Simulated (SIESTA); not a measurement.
SIESTA run on AlFe (Pm-3m, 2 atoms in the cell): self-consistent single point

Method: GGA PBE, numerical atomic orbitals DZP, PseudoDojo PBE standard norm-conserving potentials (rewritten from UPF to PSML) run with SIESTA.

This input was run:

```
# files in the folder: Al.psml Fe.psml (PseudoDojo PBE standard)
SystemName  AlFe
SystemLabel alfe

NumberOfAtoms                2
NumberOfSpecies              2
%block ChemicalSpeciesLabel
  1 13 Al
  2 26 Fe
%endblock ChemicalSpeciesLabel
LatticeConstant              1.0 Ang
%block LatticeVectors
     2.802543000    0.000000000    0.000000000
     0.000000000    2.802543000    0.000000000
     0.000000000    0.000000000    2.802543000
%endblock LatticeVectors
AtomicCoordinatesFormat      Bohr
%block AtomicCoordinatesAndAtomicSpecies
     0.000000000    0.000000000    0.000000000  1
     2.648019361    2.648019361    2.648019361  2
%endblock AtomicCoordinatesAndAtomicSpecies

XC.functional                GGA
XC.authors                   PBE
PAO.BasisSize                DZP
PAO.EnergyShift              0.01 Ry
MeshCutoff                   350 Ry
%block kgrid.MonkhorstPack
   12   0   0  0.0
    0  12   0  0.0
    0   0  12  0.0
%endblock kgrid.MonkhorstPack
OccupationFunction           FD
ElectronicTemperature        1160.45 K
Spin                         polarized
%block DM.InitSpin
  1 +0.00
  2 +4.00
%endblock DM.InitSpin

MaxSCFIterations             150
SCF.Mixer.Method             Pulay
SCF.Mixer.Weight             0.1
SCF.Mixer.History            6
SCF.DM.Tolerance             1.0E-05
Diag.ParallelOverK           true
WriteForces                  true
Charge.Mulliken              end
```

Output, abridged:

```
reinit: Reading from file input.fdf

reinit: System Name: AlFe
reinit: System Label: alfe

NOTE on units for spin output:
{S} is the spin magnetic moment, in units of the Bohr magneton,
assuming a g-factor for the electron spin of exactly 2.
The spin magnetic moment is then numerically equal to the charge inbalance,
in units of electrons, between the spin-up and -down channels.

coor:   Atomic-coordinates input format  =     Cartesian coordinates
coor:                                            (in Bohr units)

siesta: Atomic coordinates (Bohr) and species
siesta:      0.00000   0.00000   0.00000  1        1
siesta:      2.64802   2.64802   2.64802  2        2

siesta: System type = bulk

initatomlists: Number of atoms, orbitals, and projectors:      2    32    36

siesta: ******************** Simulation parameters ****************************
redata: Spin configuration                          = collinear
redata: Time-Reversal Symmetry                      = T
redata: Number of Atomic Species                    =        2
redata: Mesh Cutoff                                 =   350.0000 Ry
redata: Net charge of the system                    =     0.0000 |e|
redata: Min. number of SCF Iter                     =        0
redata: Max. number of SCF Iter                     =      150
redata: SCF convergence failure will abort job
redata: SCF mix quantity                            = Hamiltonian
redata: Mix DM or H after convergence               =   F
redata: Recompute H after scf cycle                 =   F
redata: Mix DM in first SCF step                    =   T
redata: No kicks to SCF
redata: DM Mixing Weight for Kicks                  =     0.5000
redata: Require Harris convergence for SCF          =   F
redata: Harris energy tolerance for SCF             =     0.000100 eV
redata: Require DM convergence for SCF              =   T
redata: DM tolerance for SCF                        =     0.000010
   [... lines left out ...]
diag: Used triangular part                          = Lower
diag: Absolute tolerance                            =  0.100E-15
diag: Orthogonalization factor                      =  0.100E-05
diag: Memory factor                                 =  1.0000

superc: Internal auxiliary supercell:     7 x     7 x     7  =     343
superc: Number of atoms, orbitals, and projectors:    686  10976  12348

                        Single-point calculation

superc: Internal auxiliary supercell:     7 x     7 x     7  =     343
superc: Number of atoms, orbitals, and projectors:    686  10976  12348

outcell: Unit cell vectors (Ang):
        2.802543    0.000000    0.000000
        0.000000    2.802543    0.000000
        0.000000    0.000000    2.802543

outcell: Cell vector modules (Ang)   :    2.802543    2.802543    2.802543
outcell: Cell angles (23,13,12) (deg):     90.0000     90.0000     90.0000
outcell: Cell volume (Ang**3)        :     22.0119
new_DM -- step:     1
Initializing Density Matrix...

Attempting to read DM from file... Failed...
DM filled with atomic data (user-defined):

InitMesh: MESH = 32 x 32 x 32 = 32768
InitMesh: Mesh cutoff (required, used) =   350.000   360.327 Ry

stepf: Fermi-Dirac step function
        iscf     Eharris(eV)        E_KS(eV)     FreeEng(eV)     dDmax    Ef(eV) dHmax(eV)
   scf:    1    -3427.881828    -3463.456820    -3463.520123  0.645165 -3.214327 20.283097
     spin moment: {S} , |S| = {        0.0        0.0    2.37484 }     2.37484
   scf:    2    -3475.023817    -3470.047674    -3470.114650  0.066525 -4.163281 11.082337
     spin moment: {S} , |S| = {        0.0        0.0    2.33987 }     2.33987
   scf:    3    -3473.211357    -3472.704630    -3472.788232  0.101070 -5.364358  0.908600
     spin moment: {S} , |S| = {        0.0        0.0    2.07681 }     2.07681
   scf:    4    -3472.515769    -3472.611051    -3472.693047  0.014600 -5.355266  1.511701
     spin moment: {S} , |S| = {        0.0        0.0    2.20098 }     2.20098
   scf:    5    -3473.611793    -3473.014301    -3473.100526  0.142039 -5.664641  0.794360
     spin moment: {S} , |S| = {        0.0        0.0    1.23732 }     1.23732
   scf:    6    -3472.923760    -3472.972266    -3473.060073  0.009760 -5.584678  1.312475
   [... lines left out ...]
   scf:   23    -3473.180872    -3473.180910    -3473.247058  0.000453 -6.105120  0.000855
     spin moment: {S} , |S| = {        0.0        0.0    0.67785 }     0.67785
   scf:   24    -3473.180879    -3473.180895    -3473.247058  0.000072 -6.105354  0.001011
     spin moment: {S} , |S| = {        0.0        0.0    0.67745 }     0.67745
   scf:   25    -3473.180902    -3473.180898    -3473.247058  0.000162 -6.105030  0.000426
     spin moment: {S} , |S| = {        0.0        0.0    0.67815 }     0.67815
   scf:   26    -3473.180900    -3473.180899    -3473.247058  0.000013 -6.104992  0.000388
     spin moment: {S} , |S| = {        0.0        0.0    0.67821 }     0.67821
   scf:   27    -3473.180898    -3473.180899    -3473.247058  0.000043 -6.105008  0.000094
     spin moment: {S} , |S| = {        0.0        0.0    0.67812 }     0.67812
   scf:   28    -3473.180897    -3473.180898    -3473.247058  0.000003 -6.105019  0.000077
     spin moment: {S} , |S| = {        0.0        0.0    0.67811 }     0.67811
SCF Convergence by DM+H criterion
max |DM_out - DM_in|         :     0.0000029496
max |H_out - H_in|      (eV) :     0.0000769488
SCF cycle converged after 28 iterations

Using DM_out to compute the final energy and forces

siesta: E_KS(eV) =            -3473.1809

siesta: E_KS - E_eggbox =     -3473.1809

siesta: Atomic forces (eV/Ang):
     1    0.000000    0.000000    0.000000
     2   -0.000000   -0.000000   -0.000000
   Tot    0.000000    0.000000    0.000000
   Max    0.000000
   Res    0.000000    sqrt( Sum f_i^2 / 3N )
   Max    0.000000    constrained

Stress tensor Voigt[x,y,z,yz,xz,xy] (kbar):     -147.90     -147.90     -147.90       -0.00       -0.00       -0.00
(Free)E + p*V (eV/cell)    -3471.2152
Target enthalpy (eV/cell)    -3473.2471

siesta: Program's energy decomposition (eV):
siesta: Ebs     =      -633.028361
siesta: Eions   =      5066.857757
siesta: Ena     =       651.846490
siesta: Ekin    =      1598.653828
siesta: Enl     =      -178.771369
siesta: Eso     =         0.000000
siesta: Edftu   =         0.000000
siesta: DEna    =        37.542326
siesta: DUscf   =         0.767706
siesta: DUext   =         0.000000
siesta: Ex      =      -485.169810
siesta: Ec      =       -31.192312
siesta: Exc     =      -516.362122
siesta: Eharris =     -3473.180897
siesta: Etot    =     -3473.180898
siesta: FreeEng =     -3473.247058

siesta: Stress tensor (static) (eV/Ang**3):
siesta:    -0.092309   -0.000000   -0.000000
siesta:    -0.000000   -0.092309   -0.000000
siesta:    -0.000000   -0.000000   -0.092310

siesta: Cell volume =         22.011866 Ang**3

siesta: Pressure (static):
siesta:                Solid            Molecule  Units
siesta:           0.00100538          0.00100538  Ry/Bohr**3
siesta:           0.09230947          0.09230947  eV/Ang**3
siesta:         147.89607245        147.89607804  kBar

mulliken: Atomic and Orbital Populations:

mulliken: Spin UP

Species: Al
Atom  Qatom  Qorb
               3s      3s      3py     3pz     3px     3py     3pz     3px
               3Pdxy   3Pdyz   3Pdz2   3Pdxz   3Pdx2-y2
   1  1.832   0.405   0.114   0.067   0.067   0.067   0.202   0.202   0.202
   [... lines left out ...]

Species: Fe
Atom  Qatom  Qorb
               3s      4s      4s      3py     3pz     3px     4py     4pz
               4px     3dxy    3dyz    3dz2    3dxz    3dx2-y2 3dxy    3dyz
               3dz2    3dxz    3dx2-y2
   2  8.007   0.922  -0.054   0.065   0.997   0.997   0.997   0.134   0.134
              0.134   0.856   0.856   0.670   0.856   0.670  -0.033  -0.033

             -0.064  -0.033  -0.064

mulliken: Qtot =        9.839

mulliken: Spin DOWN

Species: Al
Atom  Qatom  Qorb
               3s      3s      3py     3pz     3px     3py     3pz     3px
               3Pdxy   3Pdyz   3Pdz2   3Pdxz   3Pdx2-y2
   1  1.931   0.416   0.120   0.079   0.079   0.079   0.215   0.215   0.215
              0.085   0.085   0.129   0.085   0.129

Species: Fe
Atom  Qatom  Qorb
               3s      4s      4s      3py     3pz     3px     4py     4pz
               4px     3dxy    3dyz    3dz2    3dxz    3dx2-y2 3dxy    3dyz
               3dz2    3dxz    3dx2-y2
   2  7.230   0.919  -0.063   0.067   0.997   0.997   0.997   0.124   0.124
              0.124   0.659   0.659   0.626   0.659   0.626  -0.044  -0.044

             -0.076  -0.044  -0.076

mulliken: Qtot =        9.161

Mulliken Atomic Populations:
Atom #   charge [q] valence [e]      Sz [e]  Species
     1    -0.763128    3.763128   -0.098461  Al
     2     0.763128   15.236872    0.776572  Fe
 Total     0.000000                0.678110
```

The run converged in 28 iterations.

The starting cell comes from a database of computed structures (which also holds hypothetical and non-ambient phases and stackings), without a prior relaxation at this level. Its lattice was rescaled by a random factor within 2.5 % of one. The moments shrank to a small part of their start, a low-spin state that need not be the lowest. Values carry the incompleteness of an atom-centred basis. With a pressure of about 15 GPa the cell is away from its equilibrium volume at this level.

Cost on one core of a shared machine: roughly 3 min.
